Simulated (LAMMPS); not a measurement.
System: TiO2 (rutile), 576 atoms, at 940 K and 0 GPa, heated as the crystal.

Level of theory: classical MD, Buckingham potential of Woodley, Battle, Gale and Catlow, Phys. Chem. Chem. Phys. 1, 2535 (1999), used with rigid ions (no shells), PPPM sums, short-range terms cut at 10 Å, modified for these runs by an r^-4 repulsive force inside the short-range force's maximum, run in LAMMPS.

* **state found**: crystal; no diffusion seen in 21 ps
* **density**: 4.3011 ± 0.0003 g/cm³
* **volume per atom**: 10.2780 ± 0.0007 Å³
* **enthalpy per atom**: -39.9855 ± 0.0007 eV
* **first peak of g(r), O-Ti**: 1.95 Å, height 10.8
* **coordination number of O by Ti**: 3.00 (counted to 2.66 Å)
* **coordination number of Ti by O**: 6.00 (counted to 2.66 Å)
* **most common O-Ti-O angle**: in the 3° bin centred on 88.5° (mean of all 107°)
* **most common Ti-O-Ti angle**: in the 3° bin centred on 127.5° (mean of all 120°)
* **mean frequency of the velocity spectrum**: 18.2 THz
* **cost**: around 12 core-minutes (rough)

Caution: the potential ionic pair potential woodley1999 is fitted for structure prediction of static crystals.

States go by the mean squared displacement: a species diffuses where it passes 1.5 Å², still rises and gives D over 1e-6 cm²/s; a crystal has left its structure where atoms lie 0.35 Å off their sites on average or a cubic box changes its shape by 3 %.

Uncertainties are statistical and leave out the potential's own error.
